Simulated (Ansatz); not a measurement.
The starting structures come from a database of crystals and need not be the phases stable at ambient conditions.

Input:

```
Ge3N4
1.0
    5.87722     0.00000     0.00000
    0.00000     5.87722     0.00000
    2.93861    -2.93861     4.15583
Ge N
6 8
Direct
  0.37500   0.87500   0.25000
  0.87500   0.37500   0.75000
  0.37500   0.37500   0.25000
  0.37500   0.37500   0.75000
  0.00000   0.00000   0.00000
  0.75000   0.75000   0.50000
  0.61684   0.61684   0.23368
  0.13316   0.60052   0.73368
  0.14948   0.61684   0.23368
  0.13316   0.13316   0.73368
  0.61684   0.61684   0.76632
  0.60052   0.13316   0.26632
  0.61684   0.14948   0.76632
  0.13316   0.13316   0.26632
```

Space group of this cell: Fd-3m. The cell is taken as given; by PBEsol its mean pressure is -6.4 GPa.

Level of theory: PBEsol (plane waves, PAW; Ansatz, a first-principles code).

The current runs along the normal of the first two printed vectors; no spin-orbit coupling. Scaled by the factor s: the length along the current (ions clamped). Meshes 8×8×8 and 6×6 across the current in all rows.

```csv
s,mean pressure (GPa),band gap (eV)
0.97,0.6,2.01
1.00,-6.4,1.87
1.03,-11.9,?
```

Question: Take the slope of the band gap against ln s from the two given rows, extrapolate to s = 1.03, and say what the run there gives.

Answer: Slope = (2.01 − 1.87) / ln 0.97 = -4.60 eV. The line gives 1.87 + (-4.60) × ln 1.03 = 1.73 eV. The run gives 1.47 eV, 0.26 eV under the line, 194 % of the predicted step.
